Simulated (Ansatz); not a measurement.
Start from Ir in the fcc (Cu type) structure (space group Fm-3m, No. 225; a = 3.812 Å; relaxed with 0.1 eV smearing). Axes: x, y, z lie along the cube axes.

All numbers come from LDA, PAW, 420 eV (Ansatz, a program for electronic structure; no SOC).

Strains are applied to the cell and any free atomic positions relax; under biaxial strain the out-of-plane vector relaxes too.

One change was made to it. Results:

The energy grows by 15 meV/atom; the volume per atom decreases by 0.25 Å³ to 13.60 Å³.

Question: Name the change that was made.
A) biaxial strain −1.50 %, plane normal [001], relaxed out of plane
B) biaxial strain +3.00 %, plane normal [001], relaxed out of plane
C) biaxial strain −3.00 %, plane normal [001], relaxed out of plane

Answer: A, biaxial strain −1.50 %, plane normal [001], relaxed out of plane. For comparison, the energy relative to the base in the other runs: biaxial strain +3.00 %, plane normal [001], relaxed out of plane gives +51 meV/atom; biaxial strain −3.00 %, plane normal [001], relaxed out of plane gives +62 meV/atom.

No phonon test of stability was made. The final runs are not spin-polarised.
